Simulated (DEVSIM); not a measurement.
Device: illuminated GaAs p-on-n cell, one wavelength, at 400 K.

Layer 1 from the left is GaAs, thickness (μm) 0.0960, Na (cm⁻³) 1.1e18, τn (s) 1.8e-11, τp (s) 3.4e-11, absorption coefficient (cm⁻¹) 63000. Layer 2 from the left is GaAs, thickness (μm) 0.600, Nd (cm⁻³) 3.6e15, τn (s) 5.9e-10, τp (s) 5.9e-10, absorption coefficient (cm⁻¹) 63000.

Left contact: ohmic, minority electron recombination velocity 2e5 cm/s. Right contact: ohmic, minority hole recombination velocity 2000 cm/s. Voltage is applied to the left contact. Recombination: SRH at mid-gap, radiative, Auger. Light enters at the left, 3.9e17 photons cm⁻² s⁻¹, one pass, no reflection. Mobility is μmin + (μ − μmin)/(1 + (N/Nref)^α).

Constants are typed, rounded textbook-type inputs, not results; the design itself was drawn at random and stands for no fabricated device. Values at 300 K; Nc and Nv go as T^1.5, mobilities as T to minus their exponent, the gap by Varshni's rule with the affinity fixed.

GaAs: gap (eV) 1.424, affinity (eV) 4.07, permittivity 12.9, Nc (cm⁻³) 4.7e17, Nv (cm⁻³) 9e18, μn (cm²/Vs) 8500, μp (cm²/Vs) 400, μn,min 500, μp,min 20, Nref,n 6e16, Nref,p 1.5e17, αn 0.39, αp 0.38, T exponent of μn 2.1, T exponent of μp 2.2, B (cm³/s) 2e-10, Cn (cm⁶/s) 1e-30, Cp (cm⁶/s) 1e-30, Varshni α (eV/K) 0.000541, Varshni β (K) 204.

Simulated with DEVSIM: 1D drift-diffusion, Boltzmann statistics, complete ionisation; no tunnelling, impact ionisation, image-force lowering or self-heating.

Question: What does the simulation give for the largest field in the device at zero bias, the share of generated pairs collected at short circuit, the dark forward voltage at 1 A/cm²?

Answer: largest field in the device at zero bias 68000 V/cm; share of generated pairs collected at short circuit 0.974; dark forward voltage at 1 A/cm² 0.750 V.
